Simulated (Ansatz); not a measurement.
**Hypothetical diamond Os, pressure series**

Take Os in the diamond structure (space group Fd-3m, No. 227; a hypothetical phase, not in the database extracts checked) as the base.

```
Os
1.0
    0.00000     2.75060     2.75060
    2.75060     0.00000     2.75060
    2.75060     2.75060     0.00000
Os
2
Direct
  0.25000   0.25000   0.25000
  0.00000   0.00000   0.00000
```

Cell and atoms are relaxed at each pressure.

The values are results of PBEsol in Ansatz (plane waves to 420 eV, PAW, spin-orbit coupling left out), not measurements.

Two rows of this table had their results exchanged by mistake.

```csv
pressure,volume per atom (Å³),shortest distance (Å),band gap
pressure −2 GPa,21.00,2.389,zero
pressure −1 GPa,20.67,2.377,zero
pressure 0.3 GPa,20.78,2.381,zero
pressure 0.7 GPa,20.75,2.380,zero
pressure 1.5 GPa,20.91,2.386,zero
pressure 3 GPa,20.54,2.372,zero
pressure 5 GPa,20.37,2.365,zero
pressure 7.5 GPa,20.17,2.357,zero
pressure 10 GPa,19.98,2.350,zero
```

Which two?

The rows for pressure −1 GPa and pressure 1.5 GPa: the volume has to fall steadily with pressure, so 20.91 Å³ belongs to pressure −1 GPa and 20.67 Å³ to pressure 1.5 GPa.

Load acts through the strain it causes; cell and atoms are relaxed under it. Whether these cells are dynamically stable was not tested. No other phases were tried under pressure. The final runs are not spin-polarised.

Ansatz is an electronic-structure program.
